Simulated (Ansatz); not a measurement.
System: Pd-vacancy pair (Pd on one host Ru site, one Ru site vacant) in hcp Ru (neutral cell). Calculation: PBE, PAW (plane waves to 420 eV; Ansatz, a first-principles code).

36-site cell at the relaxed PBE lattice, a 2×2×2 k-point mesh shifted by half a step along c, smearing 0.10 eV, spin-restricted, no finite-size correction. No zero-point or tunnelling terms. Forms of the defect that were not tried may lie lower.

Barriers: single points on a 4×4×4 k-point mesh shifted by half a step along c at the bands' geometries (they differ from the bands' own by up to 0.07 eV, and are uncertain by about as much).

The step: direct exchange of Pd with the vacancy (Pd-vacancy distance between ideal sites 2.66 Å throughout). Atoms about the jump, Cartesian Å from the middle of the jump, before and after:

```csv
atom,x0,y0,z0,x1,y1,z1
Pd1,0.64,0.37,-1.01,-0.64,-0.37,1.01
Ru2,-2.06,0.37,-1.07,-2.08,0.41,-1.10
Ru3,-0.71,-1.97,-1.07,-0.69,-2.00,-1.10
Ru4,0.69,2.00,1.10,0.71,1.97,1.07
Ru5,2.08,-0.41,1.10,2.06,-0.37,1.07
Ru6,-2.05,1.98,1.08,-2.05,1.98,1.08
Ru7,-0.69,2.77,-1.08,-0.69,2.76,-1.08
Ru8,2.05,-1.98,-1.08,2.05,-1.98,-1.08
Ru9,0.69,-2.76,1.08,0.69,-2.77,1.08
Ru10,-0.69,-0.40,-3.23,-0.65,-0.37,-3.21
Ru11,0.65,0.38,3.21,0.69,0.40,3.23
Ru12,-3.42,-0.40,1.08,-3.43,-0.40,1.07
Ru13,-2.06,-2.76,1.08,-2.06,-2.77,1.07
Ru14,3.43,0.40,-1.07,3.42,0.40,-1.08
Ru15,2.06,2.77,-1.07,2.06,2.76,-1.08
Ru16,-2.02,0.37,3.22,-2.04,0.39,3.25
Ru17,0.68,1.96,-3.25,0.69,1.94,-3.22
Ru18,-0.69,-1.94,3.22,-0.68,-1.96,3.25
Ru19,2.04,-0.39,-3.25,2.02,-0.37,-3.22
```

Question: Where do these atoms stand at the saddle point, and how high is it?

Answer: 
```json
[
 {"atom": "Pd1", "x": "0.00", "y": "0.00", "z": "-0.01"},
 {"atom": "Ru2", "x": "-2.20", "y": "0.41", "z": "-1.17"},
 {"atom": "Ru3", "x": "-0.74", "y": "-2.11", "z": "-1.17"},
 {"atom": "Ru4", "x": "0.74", "y": "2.11", "z": "1.15"},
 {"atom": "Ru5", "x": "2.20", "y": "-0.41", "z": "1.15"},
 {"atom": "Ru6", "x": "-2.02", "y": "1.98", "z": "1.07"},
 {"atom": "Ru7", "x": "-0.70", "y": "2.73", "z": "-1.09"},
 {"atom": "Ru8", "x": "2.02", "y": "-1.98", "z": "-1.09"},
 {"atom": "Ru9", "x": "0.70", "y": "-2.74", "z": "1.07"},
 {"atom": "Ru10", "x": "-0.67", "y": "-0.39", "z": "-3.19"},
 {"atom": "Ru11", "x": "0.67", "y": "0.39", "z": "3.17"},
 {"atom": "Ru12", "x": "-3.38", "y": "-0.39", "z": "1.06"},
 {"atom": "Ru13", "x": "-2.02", "y": "-2.73", "z": "1.06"},
 {"atom": "Ru14", "x": "3.37", "y": "0.38", "z": "-1.08"},
 {"atom": "Ru15", "x": "2.02", "y": "2.73", "z": "-1.08"},
 {"atom": "Ru16", "x": "-2.00", "y": "0.37", "z": "3.22"},
 {"atom": "Ru17", "x": "0.68", "y": "1.92", "z": "-3.24"},
 {"atom": "Ru18", "x": "-0.68", "y": "-1.92", "z": "3.22"},
 {"atom": "Ru19", "x": "2.00", "y": "-0.37", "z": "-3.24"}
]
```
It lies 1.75 eV above the start and 1.75 eV above the end. The saddle point's order was not checked, and it lies on a symmetry element of the cell, where a band can be held.
